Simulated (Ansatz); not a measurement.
## SiC, thickness series

Start from SiC in the wurtzite structure (space group P6_3mc, No. 186; a = 3.075 Å, c = 5.048 Å). Axes: x lies along a and z along c of the hexagonal cell.

Free-standing slabs (4 atom(s) a layer) normal to the y axis with 15 Å of vacuum; in-plane cell held at bulk.

All numbers come from Ansatz (a quantum-chemistry and plane-wave program), r2SCAN, PAW, cutoff 500 eV, spin-orbit coupling left out.

Before the change:

```
Quantity   Result
--------  -------
Band gap  2.65 eV
```

### Question
The aim is a band gap between 1.44 eV and 1.56 eV. Which of these changes reaches it?
(A) 3 layers
(B) 4 layers
(C) 2 layers
(D) 1 layer

### Answer
C, 2 layers. It gives 1.48 eV; 4 layers gives 1.67 eV; 1 layer gives 2.98 eV; 3 layers gives 1.64 eV. Changes not listed may reach it too

Stability against distortions was not tested.
